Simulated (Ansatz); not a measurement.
Start from NaI in the CsCl type structure (space group Pm-3m, No. 221; a = 4.0620 Å; a hypothetical phase, not in the database extracts checked).

(Cell as relaxed with PBE.)

Levels (all Ansatz, an electronic-structure program, PAW): PBE (420 eV, without spin-orbit coupling); r2SCAN (500 eV, no spin-orbit coupling).

Each level relaxes its own structure.

| base | PBE | r2SCAN |
|---|---|---|
| volume per atom | 33.51 Å³ | 32.96 Å³ |
| lattice parameter a | 4.062 Å | 4.040 Å |
| band gap | 2.28 eV | 3.06 eV |

One thing is altered: the cell is scaled by 1.0072 in all directions; the atoms relax in the strained cell.

| quantity | PBE | r2SCAN |
|---|---|---|
| smallest direct gap | 2.85 eV | ___ |
| electron mass | 0.25 mₑ (at Γ) | ___ |
| energy relative to the base (free energy F) | +0.8 meV/atom | ___ |
| mean gap deformation potential ΔEg/Δln V | -1.4 eV | ___ |

Task: Predict the r2SCAN column.

Result: 
- smallest direct gap, r2SCAN: 3.40 eV
- electron mass, r2SCAN: 0.27 mₑ (at Γ)
- energy relative to the base (free energy F), r2SCAN: +0.8 meV/atom
- mean gap deformation potential ΔEg/Δln V, r2SCAN: -1.7 eV

PBE's smallest direct gap lies 0.55 eV below r2SCAN's; PBE's mean gap deformation potential ΔEg/Δln V lies 0.3 eV above r2SCAN's; the two agree on the energy relative to the base. Neither level is exact; r2SCAN is the comparison here, not a measurement.

With I present, leaving out spin-orbit coupling can change the band edges. Masses are band curvatures over ±0.01 Å⁻¹ around the edge. Whether these cells are dynamically stable was not tested.
